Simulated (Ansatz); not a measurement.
**silicon: the defect P on the Si site + Sb on the Si site**

Computed with PBE, PAW (plane waves to 420 eV; Ansatz, a program for electronic structure). The supercell holds 64 host sites (2×2×2 repeats of the unit cell), with a 2×2×2 shifted k-point sampling for the final energies. Sites at the start: the Si site; Si 2.37 Å away. Finite-size correction: monopole term and site-potential alignment. Dielectric constants: PBE linear response of the host. Host gap at this level: 0.61 eV. These values are not converged in cell size to better than tenths of an eV. Levels are measured in PBE's own, too narrow, gap. Spin–orbit coupling is left out, which matters for these heavy elements. Each state is the lowest found from its start.

| charge | moment (μB) | point group | largest move off a lattice site (Å) | image correction with alignment (eV) |
|---|---|---|---|---|
| +2 | not spin-polarised | C3v | 0.23 | 0.85 |
| +1† | fractional | – | 0.25 | 0.31 |
| 0† | not spin-polarised | – | 0.41 | 0.00 |

† Not settled in this cell, so no level is given: charge +1: fractional moment; charge 0: level within 0.1 eV of a band edge or past it.

Point groups are those of the whole cell at tolerances of 0.03 and 0.1 Å ("near" where only the looser one holds); none is given for unsettled states.

All states together cost about 50 core-minutes (a rough figure).
